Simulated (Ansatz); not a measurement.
Base system: PbO (space group P4/nmm, No. 129; a = 4.034 Å, c = 4.994 Å; layered, stacked along the Cartesian z axis).

The values are results of PBE-D3(BJ) (Ansatz, an electronic-structure program), no spin-orbit coupling, not measurements.

Base values:

```
Item                  Result
-------------------  -------
c/a ratio              1.238
Lattice parameter a  4.034 Å
```

Now apply this change: hydrostatic tension (pressure −1 GPa).

**Question.** What does the calculation give for the c/a ratio after the change?

**Answer.** The c/a ratio rises by 0.0706 (1.238 → 1.308).

**Question.** How does this affect the lattice parameter a?

**Answer.** The lattice parameter a goes up by 0.013 Å, from 4.034 Å to 4.047 Å.

Load acts through the strain it causes; cell and atoms are relaxed under it. No phonon test of stability was made. The program warned that a D3 coordination switch lies within reach, so dispersion energies are less smooth here.
